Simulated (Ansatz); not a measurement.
Base system: WS$_{2}$ (space group P6_3/mmc, No. 194; a = 3.1541 Å, c = 12.1408 Å; layered, stacked along the Cartesian z axis). Axes: x lies along a and z along c of the hexagonal cell.

Computed with PBE-D3(BJ), PAW, 420 eV (Ansatz, a program for electronic structure; scalar-relativistic without spin-orbit coupling).

It is then changed as follows: the cell is scaled by 0.9760 in all directions; the atoms relax in the strained cell.

**Question.** Predict the stress tensor and what it implies for the stiffness.

**Answer.** Stress of the strained cell less that of the base (GPa, compression positive):
```
   8.73    0.00    0.00
   0.00    8.73    0.00
   0.00    0.00    2.97
```

Then B = −ΔP/(ΔV/V₀) with ΔV/V₀ = -0.0703 gives secant stiffness values (nonlinear terms included at this strain): B (at held cell shape, above the free-shape value) ≈ 97 GPa.

As a check, the harmonic strain energy −½ V₀ Δσ:ε is 27 meV/atom; the computed energy rise is 24 meV/atom.

Stability against distortions was not tested.
